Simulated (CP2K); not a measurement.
Band structure of WSe2 (P6_3/mmc, 6 atoms in the cell).

```yaml
crystal:
  lattice:
    - [3.32259, 0.00000, 0.00000]
    - [-1.66129, 2.87744, 0.00000]
    - [0.00000, 0.00000, 13.74818]
  atoms:
    - { symbol: W, position: [0.66667, 0.33333, 0.75000] }
    - { symbol: W, position: [0.33333, 0.66667, 0.25000] }
    - { symbol: Se, position: [0.33333, 0.66667, 0.87100] }
    - { symbol: Se, position: [0.66667, 0.33333, 0.12900] }
    - { symbol: Se, position: [0.66667, 0.33333, 0.37100] }
    - { symbol: Se, position: [0.33333, 0.66667, 0.62900] }
```

Computed with PBE, GPW, DZVP-MOLOPT-SR-GTH basis, GTH-PBE potentials (GTH_POTENTIALS) (CP2K).

Settings: CUTOFF = 500 Ry; REL_CUTOFF = 40 Ry; KPOINTS/SCHEME = MONKHORST-PACK 6 6 2; GAMMA_CENTERED = T; XC_FUNCTIONAL = PBE; W/BASIS_SET = DZVP-MOLOPT-SR-GTH; W/POTENTIAL = GTH-PBE-q14; Se/BASIS_SET = DZVP-MOLOPT-SR-GTH; Se/POTENTIAL = GTH-PBE-q6; METHOD = GPW; EPS_DEFAULT = 1e-10; EXTRAPOLATION = USE_GUESS; NGRIDS = 5; SCF_GUESS = ATOMIC.

The starting cell comes from a database of computed structures (which also holds hypothetical and non-ambient phases and stackings), without a prior relaxation at this level. Its lattice was rescaled by a random factor within 2.5 % of one. Spin-orbit coupling is off. Values carry the incompleteness of an atom-centred basis.

Question: Predict the gap along the standard path and the places of the band edges.

Answer: The gap along the path is 1.24 eV, from Γ to a point between K and Γ; the smallest direct gap on it is 1.48 eV.

Levels in eV from the top of the valence band on the SCF mesh, bands 23 to 27:
| point | 23 | 24 | 25 | 26 | 27 |
|---|---|---|---|---|---|
| Γ | -1.51 | -1.42 | -0.81 | 0.00 | 2.67 |
| M | -1.30 | -1.25 | -1.20 | -1.16 | 2.13 |
| K | -2.51 | -2.51 | -0.27 | -0.15 | 1.33 |
| A | -1.52 | -1.52 | -0.23 | -0.23 | 2.68 |
| L | -1.25 | -1.25 | -1.20 | -1.20 | 2.14 |
| H | -2.56 | -2.56 | -0.21 | -0.21 | 1.33 |

Higher empty bands are left out: an atom-centred basis made for the valence describes them poorly.
